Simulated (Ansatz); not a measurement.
The starting structures come from a database of crystals and need not be the phases stable at ambient conditions.

Evanescent states of K3Nb3(BO6)2 (P-62m, not sure to be the ambient phase, 20 atoms a cell, 13.7 Å³ an atom, -7 GPa at this level) along the normal of (001)

All values below come from r2SCAN (plane waves, PAW; Ansatz, an electronic-structure program).

The gap is the functional's own, uncorrected, and κ follows it; spin-orbit coupling is left out. Mid-gap values are interpolated between the computed energies.

Energies count from the valence-band top; κ is the least over a 6×6 mesh across the current.

```tsv
E (eV)	κ (1/Å)	where
0.06	0.205	Γ
0.18	0.221	off Γ
0.30	0.233	off Γ
0.42	0.243	off Γ
0.54	0.253	off Γ
0.66	(withheld)	off Γ
0.78	(withheld)	off Γ
0.90	(withheld)	off Γ
1.02	(withheld)	off Γ
1.14	(withheld)	off Γ
1.26	(withheld)	Γ
1.38	(withheld)	Γ
1.50	(withheld)	Γ
1.62	(withheld)	Γ
1.74	(withheld)	Γ
1.86	0.216	Γ
1.98	0.193	Γ
2.10	0.165	Γ
2.22	0.128	Γ
2.34	0.072	Γ
```

**Question.** Fill in the missing entries.

**Answer.** 
- 0.66, κ (1/Å): 0.262
- 0.78, κ (1/Å): 0.269
- 0.90, κ (1/Å): 0.277
- 1.02, κ (1/Å): 0.284
- 1.14, κ (1/Å): 0.290
- 1.26, κ (1/Å): 0.289
- 1.38, κ (1/Å): 0.278
- 1.50, κ (1/Å): 0.266
- 1.62, κ (1/Å): 0.252
- 1.74, κ (1/Å): 0.235
